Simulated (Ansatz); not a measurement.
Ansatz (a quantum-chemistry and plane-wave program) run on MgTiF₆ (R-3, 8 atoms in the cell): dielectric-response calculation.

Level of theory: LDA (PW92), default PAW files made with PBE (plane waves; Ansatz).

```
CELL_PARAMETERS angstrom
      2.61611     1.51041     4.45784
     -2.61611     1.51041     4.45784
      0.00000    -3.02082     4.45784
ATOMIC_POSITIONS crystal
  Mg 0.50000 0.50000 0.50000
  Ti 0.00000 0.00000 0.00000
  F  0.67162 0.84246 0.24225
  F  0.32838 0.15754 0.75775
  F  0.24225 0.67162 0.84246
  F  0.75775 0.32838 0.15754
  F  0.84246 0.24225 0.67162
  F  0.15754 0.75775 0.32838
```

Reference input (self-consistent single point, DFT, LDA (PW92), plane waves, default PAW files made with PBE): basis.ecutwfc = 420 eV; kpoints.mp_grid.grid = 6 6 6; hamiltonian.xc = lda; hamiltonian.pseudopotentials = {kind: paw} (the program's default PAW files); scf.occupations.method = fixed. This run's input differs from it in these lines:

```diff
@@ -23,6 +23,3 @@
   occupations: { method: fixed }
-output:
-  forces: true
-  eigenvalues: true
-  stress: true
+dielectric: {}
```

Log, with long lists cut:

```
SCF iter   1: F=—  HF=-9125.746631 eV  |F-HF|=—  |Δ(HF+E_count)|=         —  Δρ=2.16e-2  dr2=3.77e-1  ethr=1.77e-3  ⟨swp⟩=4.1  Hψ=15355  notcnv=0  defer=560
all-band conjugate gradients solve this SCF's bands
preconditioner: auto → Resta (q_TF=auto, 2.509 Å⁻¹)
SCF iter   2: F=—  HF=-9125.661998 eV  |F-HF|=—  |Δ(HF+E_count)|=   8.46e-2  Δρ=8.87e-3  dr2=6.37e-2  ethr=5.90e-4  ⟨swp⟩=2.0  Hψ=7919  notcnv=0  defer=560
   [... lines left out ...]
SCF iter   7: F=—  HF=-9125.646492 eV  |F-HF|=—  |Δ(HF+E_count)|=   8.96e-7  Δρ=6.46e-6  dr2=4.37e-8  ethr=1.42e-9  ⟨swp⟩=2.0  Hψ=7049  notcnv=0  defer=295
SCF iter   8: F=—  HF=-9125.646493 eV  |F-HF|=—  |Δ(HF+E_count)|=   4.67e-8  Δρ=2.15e-6  dr2=5.98e-9  ethr=6.82e-11  ⟨swp⟩=2.0  Hψ=7249  notcnv=0  defer=295
SCF iter   9: F=—  HF=-9125.646493 eV  |F-HF|=—  |Δ(HF+E_count)|=   3.65e-9  Δρ=4.92e-7  dr2=4.82e-10  ethr=9.35e-12  ⟨swp⟩=2.2  Hψ=6081  notcnv=0  defer=295
SCF iter  10: F=-9125.646493 eV  HF=-9125.646493 eV  |F-HF|=2.73e-11  |Δ(HF+E_count)|=  2.58e-10  Δρ=1.58e-7  dr2=3.46e-11  ethr=1.00e-12  ⟨swp⟩=10.2  Hψ=15630  notcnv=0
SCF 1 converged in 10 iterations: F = -9125.646493 eV  dr2 = 3.46e-11
DFPT response loops at Γ: preconditioner auto → none (the input reference at scf.mixing.eps_inf says where Resta's filter doesn't serve); β = 0.50 …
Free energy (F): -9125.646493 eV
Internal energy: -9125.646493 eV  (E = F + TS)
E sigma→0 (E₀):  -9125.646493 eV
Fermi energy:    -0.032547 eV
--- Dielectric response (ions clamped): 2 representative field directions + reference, on 112 of 216 k-points (Σ response iterations 16) ---
  k mesh reduced under 1 symmetry operation, with k and −k counted as one. Each operation leaves every solved perturbation unchanged …
  ε∞ (high-frequency dielectric tensor):
        2.368676    -0.000000     0.000000
   [... lines left out ...]
         0.51448   -1.06264    0.48380
        -0.56852    0.47979   -1.16064
    site 7:
        -1.21753    0.47450   -0.57094
         0.51448   -1.06264    0.48380
        -0.56852    0.47979   -1.16064
  Z* charge neutrality: 2.700e-5 e pre-enforcement
  k-mesh period / interband length: 32.3 Å / 0.93 Å = 34.59 at k = (0.0000, 0.0000, 0.0000), direct gap 4.748 eV — 14 or more, which is no proof of convergence
```

The run converged in 10 iterations. 

Summary of the result:
```
Quantity                                                                                                                                                  Result
----------------------------------------------------------------------------------------  ----------------------------------------------------------------------
Free energy E − TS (on the zero of these files)                                                                                                    -9125.6465 eV
Top of the valence band (on the code's own zero)                                                                                                        -0.03 eV
Gap on the k-point mesh                                                                                                                                  4.74 eV
ε∞ at this k-point mesh, which may be far from converged in small-gap cells (xx, yy, zz)                                                        2.37, 2.37, 2.39
Born charges at this mesh (mean of the diagonal, e)                                       Mg 2.52, Ti 4.36, F -1.15, F -1.15, F -1.15, F -1.15, F -1.15, F -1.15
```

The starting cell comes from a database of computed structures (which also holds hypothetical and non-ambient phases and stackings), without a prior relaxation at this level. Its lattice was rescaled by up to half a per cent.

Cost on one core of a shared machine: roughly 4 min.

Keys are those of Ansatz 0.2.
